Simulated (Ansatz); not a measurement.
Hypothetical P-6m2 GaN, response to strain

Start from GaN (space group P-6m2, No. 187; a hypothetical phase, not in the database extracts checked; relaxed with 0.1 eV smearing).

```
GaN
1.0
    2.97938     0.00000     0.00000
   -1.48969     2.58022     0.00000
    0.00000     0.00000     2.68677
Ga N
1 1
Direct
  0.00000   0.00000   0.00000
  0.33333   0.66667   0.50000
```

Cartesian axes are those of the cell as printed.

Strains are applied to the cell and any free atomic positions relax; under biaxial strain the out-of-plane vector relaxes too; under stress the whole cell relaxes.

Computed with Kohn–Sham DFT with the PBE functional, run in Ansatz (a quantum-chemistry and plane-wave program) with PAW and 420 eV plane waves, spin-orbit coupling left out.

Notes on the quantities. pressure: mean of the normal stresses, compression positive.

| variant | pressure | shortest interatomic distance |
|---|---|---|
| base | 0.0 GPa | 2.183 Å |
| biaxial strain −2.38 %, plane normal [001], relaxed out of plane | (withheld) | 2.153 Å |
| biaxial strain +0.47 %, plane normal [001], relaxed out of plane | -1.3 GPa | 2.189 Å |
| isotropic strain −1.12 % | 6.3 GPa | 2.158 Å |
| isotropic strain +1.48 % | (withheld) | 2.215 Å |
| isotropic strain +5.45 % | -18.4 GPa | 2.302 Å |
| uniaxial stress, 2 GPa compression along z | – | 2.180 Å |

Task: Some entries are withheld; estimate them.

Result: 
- biaxial strain −2.38 %, plane normal [001], relaxed out of plane, pressure: 7.7 GPa
- isotropic strain +1.48 %, pressure: -6.8 GPa

Beyond what the load breaks, stability against distortions was not tested. All final runs are without spin polarisation.
